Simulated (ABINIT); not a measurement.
Checking a run of ABINIT on CrO2 (P-42_1m, 6 atoms in the cell). The aim is a self-consistent single point with DFT, PBEsol+U, plane waves, PAW (JTH v2.0 PBE PAW, files made for PBE).

Cell that was meant: a = 4.4713 Å, b = 4.4713 Å, c = 2.9952 Å, α = 90.00°, β = 90.00°, γ = 90.00°.

Part of the input:

```
         1.7043704317    2.5204335733    4.2245629675
         2.5204335733    6.7452375784    1.4355069265
         6.7452375784    5.9291744368    4.2245629675
ecut 4.5 Ha
pawecutdg 9 Ha
pawxcdev 0
ixc -116133
usepawu 1
```

Output, abridged:

```
 Symmetries : space group P-4 2_1 m (#113); Bravais tP (primitive tetrag.)

 -outvars: echo values of preprocessed input variables --------
   [... lines left out ...]
         ecut(hartree)=      4.500   => boxcut(ratio)=   2.22018

 Fine grid specifications (used for densities):

 getcut: wavevector=  0.0000  0.0000  0.0000  ngfft=  24  24  16
         ecut(hartree)=      9.000   => boxcut(ratio)=   2.09321

   3.76450178E+03                                ecore*ucvol(ha*bohr**3)

_setup2: Arith. and geom. avg. npw (full set) are     184.067     184.029

 ******************************************
 DFT+U Method used: FLL
 ******************************************
--- !BeginCycle
solver: {iscf: 17, nstep: 50, nline: 4, wfoptalg: 10, }
tolerances: {tolvrs: 1.00E-12, }
...

     iter   Etot(hartree)     deltaE(h) residm    nres2    magn
 ETOT  1  -224.43857787412    -2.24E+02 4.80E-01 1.48E+02 3.385
 ETOT  2  -222.83406083352     1.60E+00 4.53E-02 3.53E+01 0.502
 ETOT  3  -223.08550404526    -2.51E-01 7.14E-02 4.15E+01 3.426
 ETOT  4  -222.07026607041     1.02E+00 2.66E-02 3.61E+00 2.327
 ETOT  5  -222.05306316812     1.72E-02 3.10E-03 1.41E+00 1.678
   [... 27 lines left out ...]
 ETOT 33  -222.03904398847    -1.42E-11 1.33E-11 1.55E-11 0.056
 ETOT 34  -222.03904398847    -4.29E-12 4.46E-12 3.98E-12 0.056
 ETOT 35  -222.03904398848    -1.68E-12 3.18E-12 2.34E-12 0.056
 ETOT 36  -222.03904398847     7.96E-13 1.07E-12 4.38E-14 0.056
 At SCF step   36       nres2   =  4.38E-14 < tolvrs=  1.00E-12 =>converged.

 Cartesian components of stress tensor (hartree/bohr^3)
  sigma(1 1)=  7.60755974E-02  sigma(3 2)=  0.00000000E+00
  sigma(2 2)=  7.60755974E-02  sigma(3 1)=  0.00000000E+00
  sigma(3 3)=  7.63991416E-02  sigma(2 1)=  0.00000000E+00

 Integrated electronic and magnetization densities in atomic spheres:
 Radius=ratsph(iatom), smearing ratsm=  0.0000. Diff(up-dn)=approximate z local magnetic moment.
 Atom    Radius    up_density   dn_density  Total(up+dn)  Diff(up-dn)
    1   2.10818     6.494962     6.457410     12.952372     0.037552
    2   2.10818     6.494962     6.457410     12.952372     0.037552
    3   1.41465     1.732851     1.736672      3.469523    -0.003822
   [... lines left out ...]
 Total magnetization (from the atomic spheres):             0.059816
 Total magnetization (exact up - dn):                       0.056093
 Fermi (or HOMO) energy (hartree) =   0.22211   Average Vxc (hartree)=  -0.44993
 Fermi (or HOMO) energy (eV) =   6.04380   Average Vxc (eV)= -12.24328
   [... lines left out ...]
total_energy        : -2.22039044003420E+02
total_energy_eV     : -6.04198965828450E+03
...

-Cartesian components of stress tensor (GPa)         [Pressure= -2.2414E+03 GPa]
- sigma(1 1)=  2.23822097E+03  sigma(3 2)=  0.00000000E+00
- sigma(2 2)=  2.23822097E+03  sigma(3 1)=  0.00000000E+00
- sigma(3 3)=  2.24773997E+03  sigma(2 1)=  0.00000000E+00

 Calculation completed.
```

Is this run sound? If not, what is wrong?

The run is not sound. The fault is a basis or grid far too coarse for these potentials. The error of an incomplete plane-wave basis or grid does not cancel at such settings. To fix it, restore the cutoff that the potentials need and check convergence. The run converged in 36 iterations without an error; against the sound input the free energy rises by 76.9 eV/atom, the pressure goes from -10.92 to -2241 GPa, the largest force goes from 0.408 to 3.417 eV/Å and the size of the net moment goes from 0.67 to 0.01 μB/atom.

An input that runs soundly differs in these lines (not the only fix; some lines may just follow from the change or write a value another way):
```diff
-ecut 4.5 Ha
-pawecutdg 9 Ha
+ecut 30 Ha
+pawecutdg 60 Ha
```

With that input, the run converged in 27 iterations: free energy E − TS -6503.41 eV; Fermi level (on the code's own zero) 4.94 eV; pressure -10.92 GPa; largest force (vector length) 0.408 eV/Å; size of the cell's spin moment 4.00 μB (DFT, PBEsol+U, plane waves, PAW (JTH v2.0 PBE PAW, files made for PBE)).

On the sound input: the starting cell comes from a database of computed structures (which also holds hypothetical and non-ambient phases and stackings), without a prior relaxation at this level. The magnetic order is the one reached from the typed start; others were not searched systematically. With U or open f shells several self-consistent states can exist. The potentials were made for another functional than the one used. With a pressure of about -11 GPa the cell is away from its equilibrium volume at this level. Without a gap this mesh is coarse (it stands for a supercell whose shortest vector is 13 Å).
